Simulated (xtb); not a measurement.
xtb 6.7.1, GFN1-xTB: acetylacetone triplet (CC(=O)C=C(C)O), charge 0, multiplicity 3, 15 atoms. The geometry is a generated start, not checked to be a minimum at this level.

```
Property                                                                                                        Value
------------------------  -------------------------------------------------------------------------------------------
method                                                                                                       GFN1-xTB
--acc                                                                                                     1 (default)
--etemp (K)                                                                                             300 (default)
detailed input (--input)  none: ANC optimiser, Lindh (1995) Hessian, microcycle=20, maxdispl=1.0, hlow=0.01 (default)
basis functions                                                                                                    44
valence electrons                                                                                                  40
```

```xyz
15

C      2.4820    -0.1019     0.2266
C      1.0325    -0.5303     0.1178
O      0.7144    -1.7021     0.1612
C      0.1024     0.5756    -0.0482
C     -1.2395     0.4641    -0.1275
C     -2.0069    -0.8093    -0.1053
O     -2.0355     1.5470    -0.2433
H      2.8383     0.1839    -0.7637
H      2.5886     0.7518     0.8920
H      3.0859    -0.9320     0.5902
H      0.5414     1.5659    -0.0859
H     -3.0033    -0.6239     0.2884
H     -2.1011    -1.1929    -1.1208
H     -1.4834    -1.5573     0.4827
H     -1.5158     2.3612    -0.2643
```

Charge 0 and multiplicity 3 are set for this test and not shown to be the ground state. GFN-xTB has no spin term: --uhf 2 sets the occupations alone.

The structure is relaxed from this start with --opt LEVEL for the levels crude, sloppy, loose, lax, normal, tight, vtight, extreme, once each. Up to the end of the extreme run atoms move by at most 0.79 Å along an axis.

Question: Choose the cheapest level whose final energy lies within 20 meV of that of extreme.

Answer: sloppy: 14 cycles against 35, ending 7.2 meV above.

```json
[
 {"level": "crude", "cycles": "7", "energy above the extreme run (meV)": "30", "gradient norm (eV/Å)": "0.40"},
 {"level": "sloppy", "cycles": "14", "energy above the extreme run (meV)": "7.2", "gradient norm (eV/Å)": "0.23"},
 {"level": "loose", "cycles": "17", "energy above the extreme run (meV)": "3.9", "gradient norm (eV/Å)": "0.20"},
 {"level": "lax", "cycles": "21", "energy above the extreme run (meV)": "1.3", "gradient norm (eV/Å)": "0.056"},
 {"level": "normal", "cycles": "26", "energy above the extreme run (meV)": "0.12", "gradient norm (eV/Å)": "0.016"},
 {"level": "tight", "cycles": "28", "energy above the extreme run (meV)": "0.055", "gradient norm (eV/Å)": "0.013"},
 {"level": "vtight", "cycles": "35", "energy above the extreme run (meV)": "under 0.01", "gradient norm (eV/Å)": "0.0021"},
 {"level": "extreme", "cycles": "35", "energy above the extreme run (meV)": "—", "gradient norm (eV/Å)": "0.0021"}
]
```
